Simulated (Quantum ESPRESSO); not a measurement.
Effort and miss along a sweep of ecutwfc: BaPtO3 (Pm-3m, 5 atoms in the cell)

```
BaPtO3
1.0
    4.17460     0.00000     0.00000
    0.00000     4.17460     0.00000
    0.00000     0.00000     4.17460
Ba Pt O
1 1 3
Direct
  0.00000   0.00000   0.00000
  0.50000   0.50000   0.50000
  0.50000   0.50000   0.00000
  0.00000   0.50000   0.50000
  0.50000   0.00000   0.50000
```

Level of theory: LDA (PZ), GBRV 1.5 ultrasoft (LDA) pseudopotentials (plane waves; Quantum ESPRESSO).

Base settings: ecutwfc = 40 Ry; ecutrho = 320 Ry; occupations = smearing; smearing = mp; degauss = 0.0073499 Ry; potentials = {Ba: ba_lda_v1.uspp.F.UPF, Pt: pt_lda_v1.4.uspp.F.UPF, O: o_lda_v1.2.uspp.F.UPF}; K_POINTS = automatic 11 11 11 0 0 0; conv_thr = 1e-10 Ry.

Misses are taken against the tightest run, 80 Ry (ecutrho: 320 Ry → 640 Ry), which need not be fully converged itself. The energy is the free energy per atom.

The count of work is k-points × plane waves × bands × iterations; it is no time, and leaves out set-up, grids and terms that scale otherwise. Core times come from one kind of shared machine and are given to one figure; runs under 30 s give none.

The starting cell comes from a database of computed structures (which also holds hypothetical and non-ambient phases and stackings), without a prior relaxation at this level. Its lattice was rescaled by a random factor within 2.5 % of one. Spin polarisation is off. In the base run, with a pressure of about -16 GPa the cell is away from its equilibrium volume at this level.

The runs (ecutwfc): 16 Ry (ecutrho: 320 Ry → 128 Ry) | 20 Ry (ecutrho: 320 Ry → 160 Ry) | 24 Ry (ecutrho: 320 Ry → 192 Ry) | 28 Ry (ecutrho: 320 Ry → 224 Ry) | 32 Ry (ecutrho: 320 Ry → 256 Ry) | 36 Ry (ecutrho: 320 Ry → 288 Ry) | 40 Ry | 46 Ry (ecutrho: 320 Ry → 368 Ry) | 52 Ry (ecutrho: 320 Ry → 416 Ry) | 60 Ry (ecutrho: 320 Ry → 480 Ry) | 70 Ry (ecutrho: 320 Ry → 560 Ry) | 80 Ry (ecutrho: 320 Ry → 640 Ry).

**Question.** Which is the coarsest setting among those run that, with all tighter ones, holds the energy within 20 meV/atom of the reference, and what does it save?

**Answer.** 40 Ry, off by 15 meV/atom; it needs 0.35 of the reference's count of work and about 0.3 of the reference's time.

**Question.** Which is the coarsest setting among those run that, with all tighter ones, holds the energy within 5 meV/atom of the reference, and what does it save?

**Answer.** 60 Ry (ecutrho: 320 Ry → 480 Ry), off by 3.7 meV/atom; its saving against the reference is no more than about a factor of 2 in the count of work.

**Question.** What does the step from 32 Ry (ecutrho: 320 Ry → 256 Ry) to 60 Ry (ecutrho: 320 Ry → 480 Ry) buy?

**Answer.** It takes the miss in the energy from 54 to 3.7 meV/atom, for 2.6 times the count of work and roughly 3 times the time.

```csv
ecutwfc,energy less reference (meV/atom),pressure less reference (GPa),count of work / reference,core time / reference (rough)
16 Ry (ecutrho: 320 Ry → 128 Ry),10043.02,-342.97,0.083,–
20 Ry (ecutrho: 320 Ry → 160 Ry),3103.28,-142.32,0.11,–
24 Ry (ecutrho: 320 Ry → 192 Ry),835.65,-49.82,0.16,0.1
28 Ry (ecutrho: 320 Ry → 224 Ry),196.57,-13.97,0.23,0.2
32 Ry (ecutrho: 320 Ry → 256 Ry),54.14,-3.43,0.25,0.2
36 Ry (ecutrho: 320 Ry → 288 Ry),22.59,-0.68,0.30,0.3
40 Ry,15.37,-0.16,0.35,0.3
46 Ry (ecutrho: 320 Ry → 368 Ry),10.76,-0.10,0.43,0.4
52 Ry (ecutrho: 320 Ry → 416 Ry),7.34,-0.10,0.52,0.5
60 Ry (ecutrho: 320 Ry → 480 Ry),3.70,-0.06,0.64,0.6
70 Ry (ecutrho: 320 Ry → 560 Ry),1.33,0.02,0.82,0.9
80 Ry (ecutrho: 320 Ry → 640 Ry),0.00,0.00,1.0,1
```
